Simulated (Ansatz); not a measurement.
**BP (model structure, started from the CdTe type, P6₄22, No. 181, 6 atoms in the cell)**

Computed with LDA (PAW; Ansatz, a quantum-chemistry and plane-wave program).

Settings: plane-wave cutoff 520 eV, 12×12×4 k mesh (along the axes of the cell as run), Fermi–Dirac smearing 0.01 eV, scalar-relativistic PAW data made under PBE.

Cell (relaxed at this level):

```
BP
1.0
    3.24012     0.00000     0.00000
   -1.62006     2.80602     0.00000
    0.00000     0.00000     6.90063
B P
3 3
Direct
  0.00000   0.49999   0.66667
  0.50001   0.50001   0.00000
  0.49999   0.00000   0.33333
  0.00000   0.49995   0.16667
  0.50005   0.50005   0.50000
  0.49995   0.00000   0.83333
```

```yaml
band_gap: zero (no gap)
bulk modulus B0: 188 GPa
```

Note: the bulk modulus is −V dP/dV from two relaxed cells at ±2 % in volume; the relaxation could raise the start's symmetry but not lower it, so the cell can be a saddle point.

Static lattice: no zero-point or thermal effects.

A model structure was made by putting elements into a prototype or built by hand; it is no filed structure, need not be a known phase, and can be a saddle point held by its symmetry.
